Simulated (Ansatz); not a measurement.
# HfO2 in the fluorite structure (space group Fm-3m, No. 225)

```
CELL_PARAMETERS angstrom
      0.00000     2.54878     2.54878
      2.54878     0.00000     2.54878
      2.54878     2.54878     0.00000
ATOMIC_POSITIONS crystal
  Hf 0.00000 0.00000 0.00000
  O  0.25000 0.25000 0.25000
  O  0.75000 0.75000 0.75000
```

Level of theory: DFT with PBE, PAW potentials and a 420 eV plane-wave cutoff in Ansatz (an electronic-structure program), no spin-orbit coupling. Γ-centred 11×11×11 mesh, Fermi–Dirac width 0.05 eV.

The volume per atom is 11.04 Å³, the density comes out as 10.55 g/cm³ and the band gap comes out as 3.75 eV, direct at X. The electron mass is 1.2 mₑ along k, 0.74 mₑ across and the total energy comes out as -5620.470 eV/atom (σ→0; compares only within this code and set-up).

With Hf present, leaving out spin-orbit coupling can change the band edges. Masses are band curvatures over ±0.01 Å⁻¹ around the edge. Along k means along the line from Γ to the band edge. Stability against distortions was not tested. This is not the structure that HfO2 has at room temperature and ambient pressure.
